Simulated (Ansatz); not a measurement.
# Al2O3 under a change: Al → V

Consider Al$_{2}$O$_{3}$ in the corundum structure (space group R-3c, No. 167; a = 4.8088 Å, c = 13.1239 Å (hexagonal axes)).

One thing is altered: every Al is replaced by V; the structure is relaxed again.

The values are results of PBE (Ansatz, a first-principles code), without spin-orbit coupling, not measurements. Γ-centred 12×12×12 mesh, Fermi–Dirac width 0.05 eV, for the changed cell.

The volume per atom rises by 0.97 Å³ to 9.73 Å³ and the lattice parameter a grows by 0.044 Å, from 4.809 Å to 4.853 Å. The c/a ratio rises by 0.220 to 2.949 and the shortest interatomic distance rises by 0.096 Å to 1.970 Å. The band gap changes from 5.85 eV to zero and the magnetic state changes from not spin-polarised to ferromagnetic.

Cost of the whole job for the changed cell (relaxation, final SCF and bands): very roughly 13 core-minutes.

Other magnetic orders, which the real material may have, were not ruled out. Whether these cells are dynamically stable was not tested. No Hubbard U is applied, and correlation can decide whether such a compound is a metal.
